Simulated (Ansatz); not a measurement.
# Cu3N under a change: uniaxial strain ε_xx = −2.78 %

Start from Cu3N (space group Pm-3m, No. 221; a = 3.765 Å). Axes: x, y, z lie along the cube axes.

Now apply this change: the cell is compressed by 2.78 % along x with no lateral relaxation; the atoms relax in the strained cell.

Method: PBEsol (Ansatz, a quantum-chemistry and plane-wave program; PAW; 420 eV plane waves; no spin-orbit coupling), earlier PAW set. Settings: 12×12×12 k-points, 0.05 eV Fermi–Dirac smearing.

| quantity | base | changed | shift |
|---|---|---|---|
| volume per atom | 13.34 Å³ | 12.97 Å³ | -0.37 Å³ |
| space group | Pm-3m (No. 221) | P4/mmm (No. 123) | – |
| shortest interatomic distance | 1.882 Å | 1.830 Å | -0.052 Å |
| energy relative to the base (free energy F) | 0 meV/atom | +9.9 meV/atom | +9.9 meV/atom |
| pressure (mean of the normal stresses, compression positive) | 0.0 GPa | 4.2 GPa | +4.2 GPa |
| band gap | zero | zero | – |
| stress (xx, yy, zz, yz, xz, xy; compression positive) (rough) | – | (9.0, 1.8, 1.8, 0.0, 0.0, 0.0) GPa | – |

Final structure:

```
CELL_PARAMETERS angstrom
      3.66012     0.00000     0.00000
      0.00000     3.76478     0.00000
      0.00000     0.00000     3.76478
ATOMIC_POSITIONS crystal
  N  0.00000 0.00000 0.00000
  Cu 0.50000 0.00000 0.00000
  Cu 0.00000 0.00000 0.50000
  Cu 0.00000 0.50000 0.00000
```

Without a gap, meshes like the base's 12×12×12 leave anisotropic stresses uncertain by several tenths of a GPa, and small strain energies with them. Stability against distortions was not tested. The final runs are not spin-polarised. Gaps under 0.05 eV, about the width of the smearing, are given as zero. The zero or small gap of Cu3N can change with the level of theory.
